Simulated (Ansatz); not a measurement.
```
Ge
1.0
    4.10979     0.00000     0.00000
   -2.05490     3.55919     0.00000
    0.00000     0.00000     6.54373
Ge
4
Direct
  0.33333   0.66667   0.99806
  0.66667   0.33333   0.49806
  0.33333   0.66667   0.37694
  0.66667   0.33333   0.87694
```

These are r2SCAN with spin-orbit coupling, rigid bands (plane waves, PAW; Ansatz, an electronic-structure program) values and carry that method's errors. Condition of this run: biaxial stress in the c plane of -4.2 GPa (compression positive) (the target of the relaxation). Geometry: cell and atoms relaxed with PBEsol, then loaded as said.

**Question.** Is this a good metal at this level?

**Answer.** No. No gap is resolved, and few carriers conduct, as in a semimetal or a zero-gap semiconductor. N(E_F) = 0.112 states/eV a cell at 300 K and the Drude plasma energy along the best axis is 1.07 eV, several times under that of a simple or noble metal.
